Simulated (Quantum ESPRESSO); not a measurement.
A self-consistent single point of Mo (Im-3m, 1 atom in the cell) with Quantum ESPRESSO.

Method: PBE, SSSP 1.1.2 precision (PBE) pseudopotentials (plane waves; Quantum ESPRESSO 7.5).

The change in words: lattice scaled by 0.98. Reference geometry:
```
Mo
1.0
   -1.55784     1.55784     1.55784
    1.55784    -1.55784     1.55784
    1.55784     1.55784    -1.55784
Mo
1
Cartesian
  0.00000   0.00000   0.00000
```

Reference input (self-consistent single point, DFT, PBE, plane waves, SSSP 1.1.2 precision (PBE) pseudopotentials): ecutwfc = 75 Ry; occupations = smearing; smearing = gauss; degauss = 0.0036749 Ry; potentials = {Mo: Mo_ONCV_PBE-1.0.oncvpsp.upf}; K_POINTS = automatic 10 10 10 0 0 0; conv_thr = 1e-10 Ry; mixing_beta = 0.7. This run's input differs from it in these lines:

```diff
@@ -10,3 +10,3 @@
     ibrav = 0
-    celldm(1) = 5.0989555980
+    celldm(1) = 4.9969755696
     nat = 1
```

Output (repeated stretches shortened):

```
     Self-consistent Calculation

     iteration #  1     ecut=    75.00 Ry     beta= 0.70

     Threshold (ethr) on eigenvalues was too large:
     Diagonalizing with lowered threshold

     total energy              =    -137.12755056 Ry
     estimated scf accuracy    <       0.03025383 Ry

     iteration #  2     ecut=    75.00 Ry     beta= 0.70

     total energy              =    -137.13410672 Ry
     estimated scf accuracy    <       0.00196615 Ry

     iteration #  3     ecut=    75.00 Ry     beta= 0.70

     total energy              =    -137.13442677 Ry
     estimated scf accuracy    <       0.00007181 Ry

     iteration #  4     ecut=    75.00 Ry     beta= 0.70

     total energy              =    -137.13442793 Ry
     estimated scf accuracy    <       0.00000072 Ry

     iteration #  5     ecut=    75.00 Ry     beta= 0.70

     total energy              =    -137.13442818 Ry
     estimated scf accuracy    <       0.00000014 Ry

     iteration #  6     ecut=    75.00 Ry     beta= 0.70
     End of self-consistent calculation

     the Fermi energy is    23.8319 ev

!    total energy              =    -137.13442821 Ry
     estimated scf accuracy    <          5.3E-11 Ry
     smearing contrib. (-TS)   =      -0.00008792 Ry
     internal energy E=F+TS    =    -137.13434029 Ry

     convergence has been achieved in   6 iterations

     Forces acting on atoms (cartesian axes, Ry/au):

     atom    1 type  1   force =     0.00000000    0.00000000    0.00000000

     Total force =     0.000000     Total SCF correction =     0.000000

          total   stress  (Ry/bohr**3)                   (kbar)     P=      321.20
   0.00218347   0.00000000   0.00000000          321.20        0.00        0.00
   0.00000000   0.00218347   0.00000000            0.00      321.20        0.00
   0.00000000   0.00000000   0.00218347            0.00        0.00      321.20

   JOB DONE.
```

The run converged in 6 iterations. Against the reference run the free energy goes up by 118 meV/atom and the pressure goes from 11.37 to 32.12 GPa.

The starting cell comes from a database of computed structures (which also holds hypothetical and non-ambient phases and stackings), without a prior relaxation at this level. Its lattice was rescaled by a random factor within 2.5 % of one. For this run, on top of that: lattice scaled by 0.98. Spin polarisation is off. With a pressure of about 32 GPa the cell is away from its equilibrium volume at this level.
